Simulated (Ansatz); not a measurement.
Si (diamond structure), Σ9 (221) [1-10] symmetric tilt. One Ga atom replaces one Si atom in a bicrystal of 48 atoms (one solute to 45 Å² of one boundary, a high coverage); atoms relaxed, cell held. Energies count from the site farthest from both boundaries, which lies only 5.4 Å away; negative means that the solute is drawn to the site. The cell is neutral, and spin is allowed where the electrons are odd. k-points: Γ-centred 2×6×1 mesh; occupations: Fermi-Dirac, 0.050 eV; spin-polarised, moments started parallel. No spin-orbit coupling.

Sites tried, by distance from the nearest boundary plane (Å): 0.20, 0.72, 1.14, 2.13.

### Question
Does Ga segregate by PBE in Ansatz (a quantum-chemistry and plane-wave program), and with what energy at each site?

### Answer
0.20 Å: -0.12 eV; 0.72 Å: -0.12 eV; 1.14 Å: -0.12 eV; 2.13 Å: -0.08 eV. The most favoured site tried binds it by 0.12 eV.
